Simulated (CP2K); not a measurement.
Worked example: self-consistent single point of ZnGeO3 (P1, 10 atoms in the cell) in CP2K.

Level of theory: PBEsol, GPW, DZVP-MOLOPT-SR-GTH basis, GTH-PBE potentials (GTH_POTENTIALS) (CP2K).

```
ZnGeO3
1.0
    5.30978     0.00000     0.00000
    2.86654     4.46953     0.00000
    2.86654     1.56698     4.18584
Zn Ge O
2 2 6
Direct
  0.27874   0.28083   0.29370
  0.76589   0.81397   0.75843
  0.46517   0.50535   0.51857
  0.99610   0.97462   0.02638
  0.73760   0.10169   0.37979
  0.35917   0.74037   0.11225
  0.12949   0.37024   0.72644
  0.88571   0.63620   0.19972
  0.63365   0.20731   0.85381
  0.24331   0.86426   0.62572
```

Reference input (self-consistent single point, DFT PBEsol, GPW, DZVP-MOLOPT-SR-GTH basis, GTH-PBE potentials (GTH_POTENTIALS)): CUTOFF = 600 Ry; REL_CUTOFF = 60 Ry; KPOINTS/SCHEME = MONKHORST-PACK 4 4 4; GAMMA_CENTERED = T; XC_FUNCTIONAL = PBE:PBESOL; Zn/BASIS_SET = DZVP-MOLOPT-SR-GTH-q12; Zn/POTENTIAL = GTH-PBE-q12; Ge/BASIS_SET = DZVP-MOLOPT-SR-GTH-q4; Ge/POTENTIAL = GTH-PBE-q4; O/BASIS_SET = DZVP-MOLOPT-SR-GTH-q6; O/POTENTIAL = GTH-PBE-q6; METHOD = GPW. This run's input differs from it in these lines:

```diff
@@ -16,3 +16,3 @@
     &MGRID
-      CUTOFF 600
+      CUTOFF 540
       REL_CUTOFF 60
```

The program printed (abridged):

```
 SCF WAVEFUNCTION OPTIMIZATION

  Step     Update method      Time    Convergence         Total energy    Change
     1 NoMix/Diag. 0.40E+00      -     1.86529615      -225.2436781989 -2.25E+02
     2 Broy./Diag. 0.40E+00      -     0.16171717      -217.3450999849  7.90E+00
     3 Broy./Diag. 0.40E+00      -     0.14902726      -223.0931760285 -5.75E+00
     4 Broy./Diag. 0.40E+00      -     0.05738408      -224.7805134950 -1.69E+00
     5 Broy./Diag. 0.40E+00      -     0.01742184      -224.5626314131  2.18E-01
     6 Broy./Diag. 0.40E+00      -     0.00318087      -224.6263312866 -6.37E-02
   [... 10 lines left out ...]
    17 Broy./Diag. 0.40E+00      -     0.00000085      -224.5938227447 -3.05E-06
    18 Broy./Diag. 0.40E+00      -     0.00000022      -224.5938219620  7.83E-07
    19 Broy./Diag. 0.40E+00      -     0.00000013      -224.5938277584 -5.80E-06
    20 Broy./Diag. 0.40E+00      -     0.00000007      -224.5938291192 -1.36E-06
  *** SCF run converged in    20 steps ***

  Overlap energy of the core charge distribution:               0.00000034062618
  Self energy of the core charge distribution:               -425.17455917124533
  Core Hamiltonian energy:                                    126.21366158410333
  Hartree energy:                                             115.52063954982626
  Exchange-correlation energy:                                -41.15357142254511

  Total energy:                                              -224.59382911923473

                     Mulliken Population Analysis

 #  Atom  Element  Kind  Atomic population                           Net charge
       1     Zn       1         11.482843                              0.517157
       2     Zn       1         11.562976                              0.437024
   [... lines left out ...]

 STRESS| Analytical stress tensor [bar]
 STRESS|                        x                   y                   z
 STRESS|      x        5.07192112855E+04   1.10518386031E+04   1.50361629624E+04
 STRESS|      y        1.10518386031E+04   3.79334493953E+04  -2.53114304260E+04
 STRESS|      z        1.50361629624E+04  -2.53114304260E+04   4.70016529777E+04
 STRESS| 1/3 Trace                                             4.52181045529E+04
```

The run converged in 20 iterations. Against the reference run the free energy stays essentially unchanged (within 1 meV/atom), the pressure stays at 4.52 GPa, the largest force goes from 3.498 to 3.516 eV/Å and the gap on the mesh stays at 1.097 eV.

The starting cell comes from a database of computed structures (which also holds hypothetical and non-ambient phases and stackings), without a prior relaxation at this level. Its atoms were displaced at random from the sites of space group no. 161. Values carry the incompleteness of an atom-centred basis. The potentials were made for another functional than the one used. Forces in this geometry exceed 1 eV/Å.

Cost on one core of a shared machine: roughly 80 s.
